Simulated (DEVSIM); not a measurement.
System: abrupt Si n-p junction, at 300 K.

Layer 1 from the left is Si, thickness (μm) 41.0, Nd (cm⁻³) 2.6e17, τn (s) 2.7e-5, τp (s) 2.7e-5. Layer 2 from the left is Si, thickness (μm) 0.840, Na (cm⁻³) 3e16, τn (s) 2.7e-5, τp (s) 2.7e-5.

Left contact: ohmic. Right contact: ohmic. Voltage is applied to the left contact. Recombination: SRH at mid-gap, radiative. Mobility is μmin + (μ − μmin)/(1 + (N/Nref)^α).

This is a model device: material constants are rounded textbook-type values typed into the input, and sizes, dopings and lifetimes were drawn at random. Values at 300 K.

Si: gap (eV) 1.124, affinity (eV) 4.05, permittivity 11.7, Nc (cm⁻³) 2.86e19, Nv (cm⁻³) 3.1e19, μn (cm²/Vs) 1417, μp (cm²/Vs) 470, μn,min 52, μp,min 45, Nref,n 9.7e16, Nref,p 2.2e17, αn 0.68, αp 0.72, B (cm³/s) 4.7e-15.

**Question.** Estimate by hand the built-in potential, the peak field at zero bias, the capacitance at 2 V, and compare with a numerical solution.

**Answer.** 
- Built-in potential: ni = √(Nc Nv) exp(−Eg/2kT) = 1.08e10 cm⁻³ with Eg = 1.124 eV; Vbi = kT/q ln(Na Nd/ni²) = 0.823 V; numerical 0.823 V.
- Peak field at zero bias: depletion approximation: W = √(2εVbi/(qN)) = 0.199 μm with N = 2.69e16 cm⁻³; field = 2Vbi/W = 82700 V/cm; numerical 80300 V/cm (estimate above by 3.0 %).
- Capacitance at 2 V: C = √(qεN / 2(Vbi + |V|)) = 28.1 nF/cm²; numerical 28.4 nF/cm² (estimate below by 0.93 %).

Simulated with DEVSIM: 1D drift-diffusion, Boltzmann statistics, complete ionisation; no tunnelling, impact ionisation, image-force lowering or self-heating.
